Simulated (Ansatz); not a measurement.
System: spinel GeFe₂O₄. Method: BLYP in Ansatz (plane waves, PAW).

Numerical settings: plane-wave cutoff 520 eV, 12×12×12 k mesh, Fermi–Dirac smearing 0.05 eV, spin-polarised with parallel moments, scalar-relativistic PAW data made under PBE.

Pressure at four volumes; x = ln(V/11.140 Å³). One pressure is withheld.

```
V (Å³/atom)        x  P (GPa)
-----------  -------  -------
10.694       -0.0409        ?
10.917       -0.0202     3.38
11.140        0.0000     0.00
11.586        0.0393    -5.72
```

**Question.** Pass a parabola P(x) through the three rows shown, estimate the bulk modulus and its pressure derivative near zero pressure, and predict the withheld pressure.

**Answer.** Slopes between the rows: (0.00 − (3.38))/(0.0000 − (-0.0202)) = -167.33 and (-5.72 − (0.00))/(0.0393 − (0.0000)) = -145.55 GPa. Their difference over the span 0.0595 is c = 21.78/0.0595 = 366.1 GPa, so P(x) = 3.38 + (-167.33)(x − (-0.0202)) + 366.1 (x − (-0.0202))(x − (0.0000)). At the middle row B = −dP/dx = −[-167.33 + 366.1 × 0.0202] = 159.9 GPa, and B′ = dB/dP = 2c/B = 4.6. At x = -0.0409 the parabola gives 7.15 GPa; the run gives 7.17 GPa. The Birch–Murnaghan fit to the energies at all volumes has B0 = 160 GPa and B′ = 4.7.

Note: the magnetic order was assumed, not searched for or taken from measurement; functionals without U or exact exchange can leave correlated insulators metallic, so the missing gap need not be real.

Ansatz is a program for electronic structure.
